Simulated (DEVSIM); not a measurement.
GaN p-n junction from an implanted or diffused profile

Device: GaN p-n junction from an implanted or diffused profile, at 300 K.

| layer (left to right) | material | thickness (μm) | Nd (cm⁻³) | τn (s) | τp (s) |
|---|---|---|---|---|---|
| 1 | GaN | 21.0 | 2e16 | 7.8e-8 | 7.8e-8 |

Added acceptor profile: 3.3e18 cm⁻³ × exp(−(x − 0.069 μm)²/(2·(0.11 μm)²)). Left contact: ohmic. Right contact: ohmic. Voltage is applied to the left contact. Recombination: SRH at mid-gap, radiative. Mobility is constant in doping.

The device is made up for the run: typed textbook-type constants, with dimensions and the other settings drawn at random. Values at 300 K.

```tsv
parameter	GaN
gap (eV)	3.43
affinity (eV)	4.1
permittivity	9.5
Nc (cm⁻³)	2.3e18
Nv (cm⁻³)	4.6e19
μn (cm²/Vs)	1200
μp (cm²/Vs)	100
B (cm³/s)	1e-11
```

DEVSIM, 1D drift-diffusion, Boltzmann statistics, complete ionisation; no tunnelling, impact ionisation, image-force lowering or self-heating.

| Quantity | Result |
|---|---|
| Potential step across the device at zero bias | 3.234 V |
| Dark forward voltage at 1 A/cm² | 3.007 V |
| Dark forward voltage at 100 A/cm² | 3.172 V |

Dark forward current:

(V (V), J (A/cm²)): (1.75, 9.8e-14); (1.85, 7.1e-13); (1.95, 5.2e-12); (2.05, 3.8e-11); (2.15, 2.8e-10); (2.20, 7.5e-10); (2.30, 5.6e-9); (2.40, 4.2e-8); (2.50, 3.2e-7); (2.60, 2.6e-6); (2.70, 2.7e-5); (2.80, 0.00051); (2.90, 0.018); (3.00, 0.77); (3.10, 23); (3.15, 70); (3.25, 290); (3.35, 700); (3.45, 1300); (3.55, 2100)

Small-signal capacitance in reverse bias (quasi-static):

```csv
V (V),C (nF/cm²)
-0.4,18.0
-1,16.7
-2,15.1
-3,13.9
-4,12.9
-6,11.5
-8,10.5
-10,9.66
-13,8.75
-16,8.06
-20,7.35
```
